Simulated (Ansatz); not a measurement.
## Response to strain in hypothetical cubic perovskite BaSnSe3

Consider BaSnSe$_{3}$ in the cubic perovskite structure (space group Pm-3m, No. 221; a = 5.360 Å; a hypothetical phase, not in the database extracts checked). Axes: x, y, z lie along the cube axes.

Strains are applied to the cell and any free atomic positions relax; under biaxial strain the out-of-plane vector relaxes too; under stress the whole cell relaxes.

Levels (all Ansatz, a program for electronic structure, PAW): PBE (420 eV, spin-orbit coupling left out); PBEsol (420 eV, no spin-orbit coupling).

The base cell above is that of PBE; each level relaxes its own structures.

Notes on the quantities. energy relative to the base: free energy F.

| case | energy relative to the base, PBE | energy relative to the base, PBEsol |
|---|---|---|
| biaxial strain +1.12 %, plane normal [001], relaxed out of plane | +2.4 meV/atom | +2.6 meV/atom |
| isotropic strain −1.07 % | +4.4 meV/atom | +4.8 meV/atom |
| isotropic strain +4.34 % | +60 meV/atom | +66 meV/atom |
| uniaxial stress, 3 GPa tension along x | +14 meV/atom | +11 meV/atom |

The two levels differ by at most about 5.7 meV/atom. They put the cases in the same order.

Without a gap, meshes like the base's 9×9×9 leave anisotropic stresses uncertain by several tenths of a GPa, and small strain energies with them. Beyond what the load breaks, stability against distortions was not tested. The final runs are not spin-polarised. Many cubic perovskites are stable only at high temperature; tilts and polar distortions were not tested.
